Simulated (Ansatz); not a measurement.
BeS (model structure, started from the rocksalt type, Fm-3m, No. 225, 2 atoms in the cell), treated with r²SCAN in Ansatz (plane waves, PAW).

Numerical settings: plane-wave cutoff 560 eV, 14×14×14 k mesh, Fermi–Dirac smearing 0.01 eV, scalar-relativistic PAW data made under PBE.

Computed at the level's own relaxed cell.

```
BeS
1.0
    0.00000     2.31703     2.31703
    2.31703     0.00000     2.31703
    2.31703     2.31703     0.00000
S Be
1 1
Direct
  0.00000   0.00000   0.00000
  0.50000   0.50000   0.50000
```

Q: List the 5 lowest band energies at Γ above −25 eV (eV, relative to the valence band maximum), grouping those that round alike.

A: At Γ: -15.77, -0.28 (×3), 6.20.

Note: the relaxation could raise the start's symmetry but not lower it, so the cell can be a saddle point.

A model structure was made by putting elements into a prototype or built by hand; it is no filed structure, need not be a known phase, and can be a saddle point held by its symmetry.

Ansatz is a quantum-chemistry and plane-wave program.
